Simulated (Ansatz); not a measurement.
```
CdSc
1.0
    3.48551     0.00000     0.00000
    0.00000     3.48551     0.00000
    0.00000     0.00000     3.48551
Sc Cd
1 1
Direct
  0.50000   0.50000   0.50000
  0.00000   0.00000   0.00000
```

Level of theory: PBEsol, DFPT electron-phonon coupling, linearised Boltzmann equation (plane waves, PAW, scalar-relativistic; Ansatz, a quantum-chemistry and plane-wave program). Cell: relaxed with this functional, without spin-orbit coupling.

Estimate the phonon-limited resistivity at 300 K, by direction if it differs.

23 μΩ·cm.

And the electrons' mean free path at that temperature?

5.4 nm, weighted by the current that each state carries. Wires not much wider than this gain resistivity from their walls.

A metal at this level (no band gap). Only scattering by harmonic phonons is included (no impurities, grain boundaries, electron-electron scattering or thermal expansion). Spin-orbit coupling is left out. Halving the electron mesh (24x24x24) moves the resistivity by up to 9 % at 300 K, the mean free path by up to 4 %. Smearing 0.20 eV; phonons on a 4x4x4 q mesh, which this run doesn't test.

Computed structure, not matched to a measured one here, so possibly hypothetical: ScCd (Pm-3m).
